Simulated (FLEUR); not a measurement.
Worked example: self-consistent single point of GdN (Fm-3m, 2 atoms in the cell) in FLEUR.

Computed with PBE, all-electron FLAPW (FLEUR), scalar-relativistic valence.

The change in words: lattice scaled by 0.98. Reference geometry:
```yaml
crystal:
  lattice:
    - [0.00000, 2.43398, 2.43398]
    - [2.43398, 0.00000, 2.43398]
    - [2.43398, 2.43398, 0.00000]
  atoms:
    - { symbol: Gd, position: [0.00000, 0.00000, 0.00000], spin: 7.0 }
    - { symbol: N, position: [0.50000, 0.50000, 0.50000] }
```
(The spins are starting values, not results.)

Reference input (self-consistent single point, DFT, PBE, all-electron FLAPW (FLEUR), scalar-relativistic valence): Kmax = 3.9 1/bohr; GmaxXC = 15.6 1/bohr; xcFunctional = pbe; jspins = 2; l_soc = F; mode = hist; fermiSmearingEnergy = 0.00036749 Htr; mesh (inpgen div1-3) = 6 6 6; inpgen gamma flag = true; Gmax = 15.6 1/bohr; numbands = 0; maxIterBroyd = 40. This run's input differs from it in these lines:

```diff
@@ -3,5 +3,5 @@
 &input film=f /
--0.0000000000 4.5995461442 4.5995461442
-4.5995461442 -0.0000000000 4.5995461442
-4.5995461442 4.5995461442 -0.0000000000
+-0.0000000000 4.5075561662 4.5075561662
+4.5075561662 0.0000000000 4.5075561662
+4.5075561662 4.5075561662 0.0000000000
 1.0
@@ -43,5 +43,5 @@
          <bravaisMatrix>
-            <row-1>    0.0000000000000000     4.5995461441999996     4.5995461441999996</row-1>
-            <row-2>    4.5995461441999996     0.0000000000000000     4.5995461441999996</row-2>
-            <row-3>    4.5995461441999996     4.5995461441999996     0.0000000000000000</row-3>
+            <row-1>    0.0000000000000000     4.5075561661999997     4.5075561661999997</row-1>
+            <row-2>    4.5075561661999997     0.0000000000000000     4.5075561661999997</row-2>
+            <row-3>    4.5075561661999997     4.5075561661999997     0.0000000000000000</row-3>
          </bravaisMatrix>
```

The program printed (abridged):

```
 Iteration:     1   Distance:      25.30435786 me/bohr^3
 Iteration:     2   Distance:      24.86064666 me/bohr^3
 Iteration:     3   Distance:      19.74619683 me/bohr^3
 Iteration:     4   Distance:      14.95165378 me/bohr^3
 Iteration:     5   Distance:       6.81417155 me/bohr^3
 Iteration:     6   Distance:       5.17377725 me/bohr^3
 Instability in determination of fermi-level,
 doubled temperature broading to continue
 Instability in determination of fermi-level,
 doubled temperature broading to continue
 Instability in determination of fermi-level,
 doubled temperature broading to continue
   [... lines left out ...]
 Instability in determination of fermi-level,
 doubled temperature broading to continue
 Instability in determination of fermi-level,
 doubled temperature broading to continue
 Instability in determination of fermi-level,
 doubled temperature broading to continue
 Instability in determination of fermi-level,
 doubled temperature broading to continue
 Instability in determination of fermi-level,
 doubled temperature broading to continue
 Instability in determination of fermi-level,
 doubled temperature broading to continue
 Instability in determination of fermi-level,
 doubled temperature broading to continue
**************FLEUR-Error*****************
Error message: Determination of fermi-level did not converge
Error occurred in subroutine: ef_newton
Hint: change temp. broad., set gauss = T, or use finer k mesh
Error from PE:0/1
 Last known location:
```

The program stopped with an error at about iteration 6. 

The starting cell has typed, rounded lattice constants, without a prior relaxation at this level. Its lattice was rescaled by a random factor within 2.5 % of one. For this run, on top of that: lattice scaled by 0.98. Values depend on the basis (sphere radii, cutoffs, local orbitals), which need not be converged.
